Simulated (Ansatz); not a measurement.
Base system: CuI (space group P-3m1, No. 164; a = 4.095 Å, c = 7.210 Å; a cell from a computed database, its experimental status unchecked; layered, stacked along the Cartesian z axis). Axes: x lies along a and z along c of the hexagonal cell.

All numbers come from Ansatz (an electronic-structure program), r2SCAN+rVV10, PAW, cutoff 500 eV, spin-orbit coupling left out, earlier PAW set.

Strains are applied to the cell and any free atomic positions relax.

One change was made to it. Results:

```tsv
quantity	base	after
energy relative to the base (free energy F)	0 meV/atom	+2.5 meV/atom
largest internal atomic displacement	–	0.077 Å
gap character	direct at Γ	direct at Γ
```

Name the change that was made.
A. strain tensor (xx, yy, zz, yz, xz, xy) = (+1.59, +0.13, −0.07, +0.51, −0.24, −0.09) %
B. isotropic strain −4.99 %
C. tensor shear ε_xz = +3.46 %

C, tensor shear ε_xz = +3.46 %. For comparison, the largest internal atomic displacement in the other runs: isotropic strain −4.99 % gives 0.124 Å; strain tensor (xx, yy, zz, yz, xz, xy) = (+1.59, +0.13, −0.07, +0.51, −0.24, −0.09) % gives 0.030 Å.

Spin-orbit coupling, missing from the scalar runs, can matter with I. Whether these cells are dynamically stable was not tested. The final runs are not spin-polarised. This is not the structure that CuI has at room temperature and ambient pressure. Labels are those of the standard path for the cell's own space group.
